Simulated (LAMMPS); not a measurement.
Simulation of a melt of Al (fcc) with 10 % of Al sites Cu, 500 atoms, cooled from 1370 K to 300 K at 1e+14 K/s, at zero pressure.

Computed with classical MD, pair style meam, file AlSiMgCuFe.meam, run in LAMMPS.

Question: Give the state found, the coordination number of Al by Al, the volume per atom, the coordination number of Cu by Cu as this potential yields it.

Answer: state found: glass; coordination number of Al by Al: 9.8 (counted to 3.46 Å); volume per atom: 16.6 Å³ (one sample); coordination number of Cu by Cu: 0.62 (counted to 3.10 Å).
